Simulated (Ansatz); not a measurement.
```yaml
crystal:
  lattice:
    - [3.69341, 0.00000, 0.00000]
    - [1.84670, 3.19858, 0.00000]
    - [0.00000, 0.00000, 6.18932]
  atoms:
    - { symbol: Zn, position: [0.33333, 0.33333, 0.00252] }
    - { symbol: Zn, position: [0.66667, 0.66667, 0.50252] }
    - { symbol: S, position: [0.33333, 0.33333, 0.37248] }
    - { symbol: S, position: [0.66667, 0.66667, 0.87248] }
```

No spin polarisation.

Calculations: LDA (Ansatz, a program for electronic structure; PAW; 420 eV plane waves; spin-orbit coupling left out). Settings: 10×10×6 k-points, 0.05 eV Fermi–Dirac smearing.

Task: What pressure (mean of the normal stresses, compression positive) does the calculation give?

Result: 14.1 kbar.

Task: What gap character does the calculation give?

Result: Direct at Γ.

Task: Estimate the electron mass.

Result: 0.15 mₑ out of plane, 0.19 mₑ in plane (at Γ).

Task: Estimate the width of the top valence band.

Result: 2.47 eV.

The cells carry an imposed strain or load. Effective masses come from finite differences of ±0.01 Å⁻¹. Whether these cells are dynamically stable was not tested. The cell was made from ZnS in the wurtzite structure (space group P6_3mc, No. 186) by this change: biaxial strain −1.20 %, plane normal [001], relaxed out of plane.
